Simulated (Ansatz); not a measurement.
# Pt in the fcc (Cu type) structure (space group Fm-3m, No. 225)

```cif
data_Pt
_chemical_formula_sum 'Pt1'
_space_group_name_H-M_alt 'P 1'
_space_group_IT_number 1
_cell_length_a 2.78601
_cell_length_b 2.78601
_cell_length_c 2.78601
_cell_angle_alpha 60.000
_cell_angle_beta 60.000
_cell_angle_gamma 60.000
loop_
_space_group_symop_operation_xyz
  'x, y, z'
loop_
_atom_site_label
_atom_site_type_symbol
_atom_site_fract_x
_atom_site_fract_y
_atom_site_fract_z
_atom_site_occupancy
Pt1 Pt 0.00000 0.00000 0.00000 1
```

All numbers come from r2SCAN (Ansatz, an electronic-structure program), no spin-orbit coupling, earlier PAW set. Settings: 20×20×20 k-points, 0.05 eV Fermi–Dirac smearing.

```json
{
 "volume_per_atom": "15.29 Å³",
 "density": "21.19 g/cm³",
 "band_gap": "zero",
 "total_energy": "-12538.254 eV/atom (σ→0; compares only within this code and set-up)"
}
```

Whether these cells are dynamically stable was not tested. All final runs are without spin polarisation.
